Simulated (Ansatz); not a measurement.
Phonon-limited resistivity of CoSi₂ (Fm-3m) against temperature in μΩ·cm, PBEsol, DFPT electron-phonon coupling, linearised Boltzmann equation in Ansatz (an electronic-structure program), harmonic crystal at a fixed cell.

| T | ρ |
|---|---|
| 50 K | 0.163 |
| 77 K | 0.64 |
| 100 K | 1.29 |
| 150 K | ___ |
| 200 K | ___ |
| 250 K | 7.2 |
| 273 K | 8.1 |
| 300 K | 9.1 |
| 350 K | 11.1 |
| 400 K | 13.0 |
| 500 K | 16.7 |
| 600 K | 20 |
| 800 K | 27 |

### Question
Fill in the missing entries.

### Answer

- 150 K, ρ: 3.1
- 200 K, ρ: 5.2

A metal at this level (no band gap). Only scattering by harmonic phonons is included (no impurities, grain boundaries, electron-electron scattering or thermal expansion). Spin-orbit coupling is left out. Halving the electron mesh (28x28x28) moves the resistivity by up to 3 %. Smearing 0.20 eV; phonons on a 5x5x5 q mesh, which this run doesn't test and which matters most at low temperature.

Treated as nonmagnetic (a ferromagnetic start lost its moment, other orders weren't tried): CoSi2 (Fm-3m).
